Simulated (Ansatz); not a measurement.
The parent structure is BP in the zinc blende structure (space group F-43m, No. 216; a = 4.4905 Å). Axes: x, y, z lie along the cube axes.

Computed with LDA (Ansatz, an electronic-structure program; PAW; 420 eV plane waves; without spin-orbit coupling).

Before the change:

* **Valence-band top at Γ**: 0.00, 0.00, 0.00 eV
* **Band gap**: 1.14 eV
* **Pressure**: -0.1 kbar

The change: uniaxial strain ε_zz = +1.50 %, all other strain components held at zero; the atoms relax in the strained cell.

### Question
Estimate the effect on the energy relative to the base, valence-band top at Γ, band gap and pressure.

### Answer
The energy grows by 2.8 meV/atom; the valence-band top at Γ (three highest levels, from the VBM) changes from 0.00, 0.00, 0.00 eV to 0.00, 0.00, -0.15 eV; the band gap falls by 0.079 eV to 1.07 eV; the pressure (mean of the normal stresses, compression positive) falls by 25.46 kbar, from -0.1 kbar to -25.5 kbar.

Whether these cells are dynamically stable was not tested.
